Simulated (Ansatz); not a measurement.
## TiSi2: response to strain

The parent structure is TiSi2 (space group Cmcm, No. 63; a = 3.515 Å, b = 13.349 Å, c = 3.557 Å). Axes: x, y, z lie along a, b, c of the conventional cell.

Strains are applied to the cell and any free atomic positions relax; under stress the whole cell relaxes.

Levels (all Ansatz, a first-principles code, PAW, earlier PAW set): PBEsol (420 eV, scalar-relativistic without spin-orbit coupling); r2SCAN (500 eV, no SOC); PBEsol+SOC (420 eV, spin-orbit coupling included).

Pressures by level, all at the geometries relaxed with PBEsol:

```csv
case,PBEsol,r2SCAN,PBEsol+SOC
base,0.0 GPa,2.2 GPa,0.0 GPa
"strain tensor (xx, yy, zz, yz, xz, xy) = (+1.98, −0.93, −0.20, −0.87, −1.25, +1.81) %",-1.1 GPa,___,-1.1 GPa
"uniaxial stress, 2 GPa tension along x",-0.7 GPa,___,-0.7 GPa
```

Task: Complete the table.

Result: 
- strain tensor (xx, yy, zz, yz, xz, xy) = (+1.98, −0.93, −0.20, −0.87, −1.25, +1.81) %, r2SCAN: 0.9 GPa
- uniaxial stress, 2 GPa tension along x, r2SCAN: 1.5 GPa

Single points use the geometry relaxed with PBEsol. Their cutoffs differ, which shifts pressures a little. The spin-orbit shifts are approximate. Stability under load was not tested beyond the relaxation. The runs without spin-orbit coupling are not spin-polarised.
